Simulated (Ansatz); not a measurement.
Consider BN in the zinc blende structure (space group F-43m, No. 216; a = 3.6057 Å). Axes: x, y, z lie along the cube axes.

All numbers come from PBEsol (Ansatz, a quantum-chemistry and plane-wave program), scalar-relativistic without spin-orbit coupling.

Modification: the cell is scaled by 0.9721 in all directions, atoms relaxed at fixed cell.

Problem. Predict the stress tensor and what it implies for the stiffness.

Solution. Stress of the strained cell less that of the base (GPa, compression positive):
```
  38.19    0.00    0.00
   0.00   38.19    0.00
   0.00    0.00   38.19
```

Then B = −ΔP/(ΔV/V₀) with ΔV/V₀ = -0.0814 gives secant stiffness values (nonlinear terms included at this strain): B ≈ 469 GPa.

As a check, the harmonic strain energy −½ V₀ Δσ:ε is 58 meV/atom; the computed energy rise is 53 meV/atom.

Whether these cells are dynamically stable was not tested.
